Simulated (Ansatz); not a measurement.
# MgF2, pressure series

Base system: MgF2 in the rutile structure (space group P4_2/mnm, No. 136; a = 4.639 Å, c = 3.062 Å).

Cell and atoms are relaxed at each pressure.

Level of theory: PBEsol/PAW in Ansatz (a first-principles code), no SOC.

Notes on the quantities. enthalpy: H = E + PV relative to the base's energy.

```
change             volume per atom       enthalpy  band gap
-----------------  ---------------  -------------  --------
base                      10.98 Å³              –   6.89 eV
pressure −1 GPa           11.10 Å³  -0.07 eV/atom   6.82 eV
pressure 0.9 GPa          10.88 Å³  +0.06 eV/atom   6.95 eV
pressure 2.1 GPa          10.76 Å³  +0.14 eV/atom   7.03 eV
pressure 4.5 GPa          10.53 Å³  +0.30 eV/atom   7.17 eV
pressure 9 GPa            10.16 Å³  +0.59 eV/atom   7.41 eV
pressure 15 GPa            9.76 Å³  +0.97 eV/atom   7.70 eV
pressure 22.5 GPa          9.35 Å³  +1.41 eV/atom   8.02 eV
pressure 30 GPa            9.01 Å³  +1.84 eV/atom   8.31 eV
```

Load acts through the strain it causes; cell and atoms are relaxed under it. Whether these cells are dynamically stable was not tested. No other phases were tried under pressure.
